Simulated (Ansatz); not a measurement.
Input:

```
CELL_PARAMETERS angstrom
     -1.87026     1.87026     3.99841
      1.87026    -1.87026     3.99841
      1.87026     1.87026    -3.99841
ATOMIC_POSITIONS crystal
  Al 0.50000 0.50000 0.00000
  Al 0.75000 0.25000 0.50000
  Al 0.25000 0.75000 0.50000
  Cr 0.00000 0.00000 0.00000
```

Spin-polarised, with starting moments of sign Al0 Al0 Al0 Cr+.

Calculations: PBEsol, PAW, 420 eV (Ansatz, a program for electronic structure; no SOC). Γ-centred 17×17×17 mesh, Fermi–Dirac width 0.05 eV.

### Question
What is the computed band gap?

### Answer
Zero.

### Question
What largest site moment does the calculation give?

### Answer
1.08 μB.

Other magnetic orders, which the real material may have, were not ruled out. Whether these cells are dynamically stable was not tested. The cell was made from TiAl3 by this change: Ti → Cr; the result is a model cell, its experimental status unchecked.
